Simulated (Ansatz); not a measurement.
# Habitual settings against a tight run: MgCd3 (Pm-3m, 4 atoms in the cell)

Self-consistent single point.

```
CELL_PARAMETERS angstrom
      4.44772     0.00000     0.00000
      0.00000     4.44772     0.00000
      0.00000     0.00000     4.44772
ATOMIC_POSITIONS crystal
  Mg 0.00000 0.00000 0.00000
  Cd 0.50000 0.50000 0.00000
  Cd 0.00000 0.50000 0.50000
  Cd 0.50000 0.00000 0.50000
```

Method of the run: PBEsol, PAW files made with PBE (plane waves; Ansatz, a program for electronic structure).

Base settings: basis.ecutwfc = 30.9 Ry; kpoints.mp_grid.grid = 6 6 6; hamiltonian.xc = pbesol; hamiltonian.pseudopotentials = {kind: paw} (the program's default PAW files); scf.occupations.method = cold; scf.occupations.width = 0.0037 Ry.

Tight run (finer mesh or higher cutoff; not a proven limit): basis.ecutwfc: 30.9 Ry → 43.4 Ry; kpoints.mp_grid.grid: 6 6 6 → 9 9 9; scf.convergence.dr2_threshold: default (1e-07 eV) → 1e-09 eV. It gave Fermi level (on the code's own zero) 11.93 eV; pressure -2.85 GPa.

Quick runs, as changes from the base:
- A: the base itself
- B: basis.ecutwfc: 30.9 Ry → 18.4 Ry; kpoints.mp_grid.grid: 6 6 6 → 3 3 3; scf.occupations.method: cold → gaussian; scf.occupations.width: 0.0037 Ry → 0.0367 Ry; scf.convergence.dr2_threshold: default (1e-07 eV) → 0.001 eV
- C: basis.ecutwfc: 30.9 Ry → 15.4 Ry; kpoints.mp_grid.grid: 6 6 6 → 8 8 8
- D: basis.ecutwfc: 30.9 Ry → 15.4 Ry; kpoints.mp_grid.grid: 6 6 6 → 4 4 4; scf.occupations.method: cold → fermi_dirac; scf.occupations.width: 0.0037 Ry → 0.0147 Ry; kpoints.mp_grid.shift: default → 0.5 0.5 0.5; scf.convergence.dr2_threshold: default (1e-07 eV) → 0.0001 eV
- E: basis.ecutwfc: 30.9 Ry → 18.4 Ry; hamiltonian.xc: pbesol → lda; scf.occupations.method: cold → methfessel_paxton; scf.occupations.width: 0.0037 Ry → 0.0147 Ry [LDA (PW92)]
- F: basis.ecutwfc: 30.9 Ry → 18.4 Ry; kpoints.mp_grid.grid: 6 6 6 → 1 1 1; scf.occupations.width: 0.0037 Ry → 0.01 Ry

Energies are extrapolated to zero smearing width, which holds to low order in the width alone.

Dashes: energy of E, another energy zero.

† marks runs with another functional, U, potentials or spin treatment: their distance from the tight run is not a convergence error alone.

The count of work is k-points × plane waves × bands × iterations; it is no time. 

Pressures in the table are Ansatz's without its Pulay estimate, at a fixed set of plane waves; the tight run's value above holds the estimate.

The starting cell comes from a database of computed structures (which also holds hypothetical and non-ambient phases and stackings), without a prior relaxation at this level. Its lattice was rescaled by a random factor within 2.5 % of one.

```csv
run,energy less tight (meV/atom),pressure less tight (GPa),count of work / tight
A,3.0,0.20,0.31
B,814.8,-42.01,0.017
C,4474.2,-184.95,0.21
D,4289.9,-178.35,0.017
E†,–,-44.72,0.13
F,2641.2,-61.75,0.0066
```

Among the runs at the tight run's level, the energy misses run from 3.0 to 4474.2 meV/atom.

Keys are those of Ansatz 0.2.
